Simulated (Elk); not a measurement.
Input and output of a self-consistent single point for V (Im-3m, 1 atom in the cell) (Elk).

Method: PBEsol, all-electron FP-LAPW, Elk's shipped species files, default APW+lo basis in Elk.

```yaml
crystal:
  lattice:
    - [-1.50879, 1.50879, 1.50879]
    - [1.50879, -1.50879, 1.50879]
    - [1.50879, 1.50879, -1.50879]
  atoms:
    - { symbol: V, position: [0.00000, 0.00000, 0.00000] }
```

Reference input (self-consistent single point, DFT, PBE, all-electron FP-LAPW, Elk's shipped species files, default APW+lo basis): xctype = 20; rgkmax = 7; stype = 3; swidth = 0.00367493 Ha; ngridk = 15 15 15; rmtscf = 0.97. This run's input differs from it in these lines:

```diff
@@ -4,3 +4,3 @@
 xctype
-  20
+  22
```

The program printed (abridged):

```
│ Self-consistent loop started │
│ Loop number : 1 │
 total energy                :     -946.018626440
│ Loop number : 2 │
 total energy                :     -946.116831319
RMS change in Kohn-Sham potential (target) :   0.2933738465     (  0.1000000000E-05)
Absolute change in total energy (target)   :   0.9820487938E-01 (  0.1000000000E-03)
│ Loop number : 3 │
 total energy                :     -946.197116550
RMS change in Kohn-Sham potential (target) :   0.2856403265     (  0.1000000000E-05)
Absolute change in total energy (target)   :   0.1048364501     (  0.1000000000E-03)
│ Loop number : 4 │
   [... lines left out ...]
Absolute change in total energy (target)   :   0.1486952705E-02 (  0.1000000000E-03)
│ Loop number : 12 │
 total energy                :     -948.350741272
RMS change in Kohn-Sham potential (target) :   0.2586237357E-06 (  0.1000000000E-05)
Absolute change in total energy (target)   :   0.3492701977E-03 (  0.1000000000E-03)
│ Loop number : 13 │
 total energy                :     -948.350741443
RMS change in Kohn-Sham potential (target) :   0.1480835101E-06 (  0.1000000000E-05)
Absolute change in total energy (target)   :   0.8748849245E-04 (  0.1000000000E-03)
Convergence targets achieved

│ Loop number : 14 │

Energies :
 Fermi                       :     0.329986823193
 total energy                :     -948.350742907

Density of states at Fermi energy :    46.61233125
 (states/Hartree/unit cell)

Estimated indirect band gap :   0.9092205291E-03
 from k-point     75 to k-point     28
Estimated direct band gap   :   0.5161974256E-02
 at k-point     10

Charges :
 core                        :    10.00000000
 valence                     :    13.00000000
 interstitial                :    1.472507357
 muffin-tins (core leakage)
  species :    1 (V)
   atom    1                 :    21.52749264     (  0.2424531687E-09)
 total in muffin-tins        :    21.52749264
 total calculated charge     :    23.00400668
 total charge                :    23.00000000
 error                       :   0.4006682768E-02

│ Self-consistent loop stopped │
```

The run converged in 14 iterations. The count includes the last loop, which Elk runs after its targets are met. 

The starting cell has typed, rounded lattice constants, without a prior relaxation at this level. Its lattice was rescaled by a random factor within 2.5 % of one. Spin polarisation is off. Values depend on the basis (sphere radii, cutoffs, local orbitals), which need not be converged. The log's line on a gap gives a spacing of levels on this mesh, which the program prints for metals too.
